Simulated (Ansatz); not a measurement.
The cell is built on a prototype and need not be the phase stable at ambient conditions.

By r2SCAN, the system below comes out a metal.

Without scattering a metal conducts by its projected Fermi surface.

Here is the system:

```yaml
crystal:
  lattice:
    - [5.09143, 0.00000, 0.00000]
    - [0.00000, 6.80717, 0.00000]
    - [2.54572, 0.00000, 2.54572]
  atoms:
    - { symbol: Hf, position: [0.00000, 0.00000, 0.00000] }
    - { symbol: Hf, position: [0.50000, 0.00000, 0.00000] }
    - { symbol: Hf, position: [0.50000, 0.36952, 0.50000] }
    - { symbol: Hf, position: [0.00000, 0.63048, 0.50000] }
    - { symbol: C, position: [0.50000, 0.72889, 0.50000] }
    - { symbol: C, position: [0.00000, 0.27111, 0.50000] }
```

Space group of this cell: P4/nmm. The cell was relaxed by PBE-D3(BJ); by r2SCAN its mean pressure is 1.9 GPa.

The current flows along the normal of the first two printed cell vectors. No spin-orbit coupling; the value is a mean over 0.1 eV about the Fermi level.

**Question.** Predict the ballistic conductance per area from r2SCAN run with Ansatz (a program for electronic structure).

**Answer.** 0.62 × 10¹⁵ S/m² for both spins.
